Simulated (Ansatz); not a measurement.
## Alloy series in GaP

Consider GaP in the zinc blende structure (space group F-43m, No. 216; a = 5.439 Å).

The other end (x = 1) is AsP in the zinc blende structure (space group F-43m, No. 216; a hypothetical phase, not in the database extracts checked): 23.90 Å³/atom, gap zero; this end may not be an ambient phase.

As replaces a fraction x of Ga; each row is one arrangement (x, atoms in the cell, starting space group or random), fully relaxed.

Level of theory: Ansatz (an electronic-structure program), PBEsol, PAW, cutoff 420 eV, no spin-orbit coupling, earlier PAW set.

Notes on the quantities. mixing energy: to 0.01 eV only: unlike meshes or grids; against an end that may be hypothetical; deviation of the volume from the linear: Vegard-type) interpolation.

```csv
variant,shortest interatomic distance,mixing energy,deviation of the volume from the linear
base,2.355 Å,–,–
"x(As) = 0.25, 8 atoms, Pmm2",2.335 Å,+0.07 eV/atom,+0.4 %
"x(As) = 0.25, 8 atoms, I-42m",2.339 Å,+0.07 eV/atom,+0.2 %
"x(As) = 0.333, 6 atoms, P3m1",2.322 Å,+0.03 eV/atom,___
"x(As) = 0.5, 4 atoms, R3m",2.332 Å,-0.02 eV/atom,-6.3 %
"x(As) = 0.75, 8 atoms, P-4m2",2.320 Å,-0.02 eV/atom,___
```

### Question
Complete the table.

### Answer

- x(As) = 0.333, 6 atoms, P3m1, deviation of the volume from the linear: -3.5 %
- x(As) = 0.75, 8 atoms, P-4m2, deviation of the volume from the linear: -6.8 %

Each cell is one ordered arrangement of few atoms, which overstates ordering effects compared with a random alloy. Stability against distortions was not tested. The final runs are not spin-polarised. Under x(As) = 0.333, 6 atoms, P3m1, x(As) = 0.5, 4 atoms, R3m and x(As) = 0.75, 8 atoms, P-4m2 the cell changed shape so far that it is another structure. The zero or small gap of Ga3AsP4 can change with the level of theory.
